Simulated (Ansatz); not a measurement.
**Point defect F interstitial in corundum**

The numbers are results of PBE, PAW (plane waves to 420 eV; Ansatz, an electronic-structure program), not measurements. Cell: 120 sites, 2×2×1; final energies on a 2×2×2 Γ-centred mesh. Site at the start: void with 3O nearest, no. 2. Energies of charged states are corrected for periodic images (point charge plus alignment at distant sites). Dielectric constants: PBE linear response of the host. Host gap at this level: 5.85 eV. These values are not converged in cell size to better than tenths of an eV. PBE underestimates the host's gap, which shifts levels and can delocalise carriers. Spin–orbit coupling is left out. Each state is the lowest found from its start.

In at least one state atoms left their starting sites on relaxation (a large move, or an atom on the emptied site), so the name describes the start.

The name describes the start; the neighbours show where the added atom ended.

```
charge         moment (μB)  point group  largest move off a lattice site (Å)      neighbours of the added atom at the end (Å)  image correction with alignment (eV)
------  ------------------  -----------  -----------------------------------  -----------------------------------------------  ------------------------------------
+1      not spin-polarised           C1                                 1.72                         Al 1.82, Al 1.92, O 2.11                                  0.25
0                      1.0           C1                                 0.55  Al 1.72, O 1.88, O 2.23, O 2.26, O 2.28, O 2.29                                  0.00
−1      not spin-polarised          C3i                                 0.21                                 Al 1.81, Al 1.81                                  0.07
```

Point groups are those of the whole cell at tolerances of 0.03 and 0.1 Å ("near" where only the looser one holds); none is given for unsettled states.

No other site or start that was run ended lower by more than 0.1 eV.

Transition levels above the valence-band maximum: ε(+1/0) = 2.06 eV; ε(0/−1) = 1.06 eV. On the lower envelope of the bound states, inside the gap: (+1/−1) at 1.56 eV; the others aren't thermodynamic.

Flagged in the runs: a doubtful potential alignment, a host whose relaxation on this sampling wasn't shown to rest.
